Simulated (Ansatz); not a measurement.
## CdSe (model structure, started from the tenorite type, C2/c, No. 15, 4 atoms in the cell): properties by level of theory

```tsv
level (code)	volume per atom (Å³/atom)	enthalpy of formation (eV/atom)
PBE (Ansatz)	23.89	-0.490
PBEsol (Ansatz)	…	…
PBE-D3(BJ) (Ansatz)	…	…
```

### Question
Complete the blanks.

### Answer

- PBEsol (Ansatz, a quantum-chemistry and plane-wave program), volume per atom (Å³/atom): 22.40
- PBEsol (Ansatz), enthalpy of formation (eV/atom): -0.480
- PBE-D3(BJ) (Ansatz), volume per atom (Å³/atom): 22.69
- PBE-D3(BJ) (Ansatz), enthalpy of formation (eV/atom): -0.505

Ansatz's density-functional and Hartree–Fock values are scalar-relativistic unless marked +SOC, with PAW data made under PBE.

A model structure was made by putting elements into a prototype or built by hand; it is no filed structure, need not be a known phase, and can be a saddle point held by its symmetry.
